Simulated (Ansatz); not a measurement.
In a free triangular strip chain of Pt atoms, spin-degenerate bands cross the Fermi level 7 times between Γ and the zone edge.

Calculation: PBE (plane waves to 420 eV, PAW; Ansatz, a program for electronic structure). Mesh 1×1×116. Collinear spin, started with parallel moments, which vanish. Isolated but for its images some 11 Å away. A hypothetical model. Only distortions within the start's symmetry and period were free. Pairing along the axis, which can open a gap, is among the distortions not tried. Values not marked SOC lack spin–orbit coupling.

What are the conductance and the two-terminal resistance of a perfect, endless piece?

Each crossing on the half of the zone with k > 0 has a partner at −k, so it gives one mode in each direction. Counting spin there are 14 modes, each carrying e²/h = 38.74 μS. G = 14 × 38.74 = 542.4 μS and R = 1/G = 1.84 kΩ, whatever the length. Scattering by phonons, roughness and contacts can only raise R.
